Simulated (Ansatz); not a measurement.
**ZnS in the zinc blende structure (space group F-43m, No. 216)**

```xyz
2
Lattice="0.0000 2.7217 2.7217 2.7217 0.0000 2.7217 2.7217 2.7217 0.0000" Properties=species:S:1:pos:R:3 pbc="T T T"
S      4.0826     4.0826     4.0826
Zn     0.0000     0.0000     0.0000
```

Method: PBE (Ansatz, an electronic-structure program; PAW; 420 eV plane waves; spin-orbit coupling left out). Γ-centred 10×10×10 mesh, Fermi–Dirac width 0.05 eV.

| Property | Value |
|---|---|
| Volume per atom | 20.16 Å³ |
| Density | 4.01 g/cm³ |
| Band gap | 2.02 eV, direct at Γ |
| Electron mass | 0.17 mₑ |
| Hole mass (degenerate bands, along [100]) | 0.18, 0.72, 0.72 mₑ |
| Lowest conduction-band minima above the VBM | Γ 2.02 eV; L along ⟨111⟩ 3.26 eV; X along ⟨100⟩ 3.45 eV |
| Total energy | -2111.367 eV/atom (σ→0; compares only within this code and set-up) |

Effective masses come from finite differences of ±0.01 Å⁻¹. Gaps are read on the SCF mesh and a high-symmetry path. Stability against distortions was not tested.
